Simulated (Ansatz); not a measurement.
**What uniaxial strain ε_zz = −0.50 % does to WSi2**

Base system: WSi₂ (space group I4/mmm, No. 139; a = 3.2024 Å, c = 7.8177 Å; relaxed with 0.1 eV smearing). Axes: x, y, z lie along a, b, c of the conventional cell.

The change: uniaxial strain ε_zz = −0.50 %, all other strain components held at zero, atoms relaxed at fixed cell.

Calculations: Kohn–Sham DFT with the PBEsol functional, run in Ansatz (a quantum-chemistry and plane-wave program) with PAW and 420 eV plane waves, scalar-relativistic without spin-orbit coupling. Settings: 25×25×25 k-points, 0.1 eV Fermi–Dirac smearing.

```json
[
 {"quantity": "space group", "base": "I4/mmm (No. 139)", "changed": "I4/mmm (No. 139)", "shift": "–"},
 {"quantity": "energy relative to the base (free energy F)", "base": "0 meV/atom", "changed": "+0.6 meV/atom", "shift": "+0.6 meV/atom"},
 {"quantity": "band gap", "base": "zero", "changed": "zero", "shift": "–"},
 {"quantity": "stress (xx, yy, zz, yz, xz, xy; compression positive)", "base": "–", "changed": "(0.5, 0.5, 2.8, 0.0, 0.0, 0.0) GPa", "shift": "–"}
]
```

Stability against distortions was not tested. All final runs are without spin polarisation.
